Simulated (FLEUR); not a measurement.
Input and output of a self-consistent single point for SrAs2Ru2 (I4/mmm, 5 atoms in the cell) (FLEUR).

Method: LDA (Vosko-Wilk-Nusair), all-electron FLAPW (FLEUR), scalar-relativistic valence run with FLEUR.

The change in words: lattice scaled by 0.98. Reference geometry:
```
CELL_PARAMETERS angstrom
     -2.08740     2.08740     5.70048
      2.08740    -2.08740     5.70048
      2.08740     2.08740    -5.70048
ATOMIC_POSITIONS crystal
  Sr 0.00000 0.00000 0.00000
  As 0.64322 0.64322 0.00000
  As 0.35678 0.35678 0.00000
  Ru 0.25000 0.75000 0.50000
  Ru 0.75000 0.25000 0.50000
```

Reference input (self-consistent single point, DFT, LDA (Vosko-Wilk-Nusair), all-electron FLAPW (FLEUR), scalar-relativistic valence): Kmax = 3.8 1/bohr; GmaxXC = 15.2 1/bohr; xcFunctional = vwn; jspins = 1; l_soc = F; mode = gauss; fermiSmearingEnergy = 0.00183747 Htr; mesh (inpgen div1-3) = 6 6 6; inpgen gamma flag = true; Gmax = 15.2 1/bohr; numbands = 0; maxIterBroyd = 99. This run's input differs from it in these lines:

```diff
@@ -3,5 +3,5 @@
 &input film=f /
--3.9446237612 3.9446237612 10.7723459789
-3.9446237612 -3.9446237612 10.7723459789
-3.9446237612 3.9446237612 -10.7723459789
+-3.8657314749 3.8657314749 10.5568983034
+3.8657314749 -3.8657314749 10.5568983034
+3.8657314749 3.8657314749 -10.5568983034
 1.0
@@ -47,5 +47,5 @@
          <bravaisMatrix>
-            <row-1>   -3.9446237611999999     3.9446237611999999    10.7723459789000007</row-1>
-            <row-2>    3.9446237611999999    -3.9446237611999999    10.7723459789000007</row-2>
-            <row-3>    3.9446237611999999     3.9446237611999999   -10.7723459789000007</row-3>
+            <row-1>   -3.8657314749000000     3.8657314749000000    10.5568983034000006</row-1>
+            <row-2>    3.8657314749000000    -3.8657314749000000    10.5568983034000006</row-2>
+            <row-3>    3.8657314749000000     3.8657314749000000   -10.5568983034000006</row-3>
          </bravaisMatrix>
```

Log, with long lists cut:

```
 Iteration:     1   Distance:       8.58958290 me/bohr^3
 Iteration:     2   Distance:       7.90679891 me/bohr^3
 Iteration:     3   Distance:       3.02807590 me/bohr^3
 Iteration:     4   Distance:       2.44662642 me/bohr^3
 Iteration:     5   Distance:       2.27408980 me/bohr^3
   [... 8 lines left out ...]
 Iteration:    14   Distance:       0.00014458 me/bohr^3
 Iteration:    15   Distance:       0.00015352 me/bohr^3
 Iteration:    16   Distance:       0.00007446 me/bohr^3
 Iteration:    17   Distance:       0.00000513 me/bohr^3
 Reset of history
 Run finished successfully
 Stop message:
   Structural relaxation: new displacements generated

[file out, last iteration]
             iter=     18
[...]
          total density-effective poten   -2.7156548231E+04
          total charge density-energy d   -5.2220397648E+02
 Updated energy parameters for spin:           1
[...]
 fermi energy and band-weighting factors:

[...]
FERMIE:
          first approx. to ef    (T=0)  :   0.414802 htr   (energy of the highest occ. eigenvalue)
          number of occ. states  (T=0)  :       1018
          first approx. to seigv (T=0)  : -28.356178 htr
          sum of weights of occ. states :  34.004630
          sum of semicore charge        :   0.000000 e
          fermi energy=   0.41516 har   work function= -11.29695 ev
          number of valence electrons=  68.00001
   [... lines left out ...]
          total moment                 =     0.00000
 Direct bandgap for spin            1 :    1.0913558503648002E-002  Htr
 ---->    free energy=                    -16747.3210197456 htr
   [... lines left out ...]
 TOTAL FORCE FOR ATOM TYPE=  1  X=  0.000   Y=  0.000   Z=  0.000
                       FX_TOT= 0.000000 FY_TOT= 0.000000 FZ_TOT= 0.000000
 TOTAL FORCE FOR ATOM TYPE=  2  X=  0.000   Y=  0.000   Z= -7.533
                       FX_TOT= 0.000000 FY_TOT= 0.000000 FZ_TOT=-0.034171
 TOTAL FORCE FOR ATOM TYPE=  3  X=  0.000   Y=  3.866   Z= -5.278
                       FX_TOT= 0.000000 FY_TOT= 0.000000 FZ_TOT= 0.000000
```

The run converged in 17 iterations. FLEUR gives forces in its relaxation mode, with a further iteration, so its stop message speaks of a relaxation. 

The starting cell comes from a database of computed structures (which also holds hypothetical and non-ambient phases and stackings), without a prior relaxation at this level. For this run, on top of that: lattice scaled by 0.98. Spin polarisation is off. Values depend on the basis (sphere radii, cutoffs, local orbitals), which need not be converged. Forces in this geometry exceed 1 eV/Å. The log's line on a gap gives a spacing of levels on this mesh, which the program prints for metals too.

These are the values that this program gave, and no reference: the default basis lacks the next d shell.

Cost on one core of a shared machine: roughly 2 min.
